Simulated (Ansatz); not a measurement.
## Response to strain in WC

The reference is WC (space group P-6m2, No. 187; a = 2.8843 Å, c = 2.8115 Å; relaxed with 0.1 eV smearing).

Strains are applied to the cell and any free atomic positions relax.

Calculations: LDA (Ansatz, a program for electronic structure), without spin-orbit coupling.

Candidates:
(a) isotropic strain −2.00 %
(b) isotropic strain +1.50 %
(c) isotropic strain +3.00 %
(d) isotropic strain −1.50 %

Notes on the quantities. energy relative to the base: free energy F.

Order them by energy relative to the base, highest first.

(c) isotropic strain +3.00 % (+99 meV/atom), (a) isotropic strain −2.00 % (+52 meV/atom), (d) isotropic strain −1.50 % (+29 meV/atom), (b) isotropic strain +1.50 % (+26 meV/atom)

No phonon test of stability was made. All final runs are without spin polarisation.
